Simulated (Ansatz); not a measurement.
## A computed series for hypothetical rock salt BAs: response to strain

Take BAs in the rock salt structure (space group Fm-3m, No. 225; a = 4.6143 Å; a hypothetical phase, not in the database extracts checked; relaxed with 0.1 eV smearing) as the base. Axes: x, y, z lie along the cube axes.

Strains are applied to the cell and any free atomic positions relax; under biaxial strain the out-of-plane vector relaxes too; under stress the whole cell relaxes.

Calculations: Ansatz (a program for electronic structure), PBE, PAW, cutoff 420 eV, without spin-orbit coupling.

Notes on the quantities. pressure: mean of the normal stresses, compression positive.

```csv
case,space group,shortest interatomic distance,pressure
base,Fm-3m (No. 225),2.307 Å,0.0 GPa
"biaxial strain +2.14 %, plane normal [001], relaxed out of plane",I4/mmm (No. 139),2.273 Å,-3.1 GPa
"biaxial strain +1.08 %, plane normal [110], relaxed out of plane",Immm (No. 71),2.310 Å,-1.7 GPa
"biaxial strain +1.80 %, plane normal [110], relaxed out of plane",Immm (No. 71),2.314 Å,-2.8 GPa
"biaxial strain +0.84 %, plane normal [111], relaxed out of plane",R-3m (No. 166),2.315 Å,-1.2 GPa
uniaxial strain ε_zz = +1.24 %,I4/mmm (No. 139),2.307 Å,-1.5 GPa
"uniaxial stress, 2 GPa compression along x",I4/mmm (No. 139),2.281 Å,–
tensor shear ε_yz = −0.75 %,Immm (No. 71),2.307 Å,0.0 GPa
"uniaxial stress, 5 GPa compression along z",I4/mmm (No. 139),2.249 Å,–
tensor shear ε_xz = +3.69 %,Immm (No. 71),2.307 Å,0.2 GPa
```

A biaxial case was relaxed in a doubled cell and then solved in the primitive one. Stability under load was not tested beyond the relaxation. All final runs are without spin polarisation.
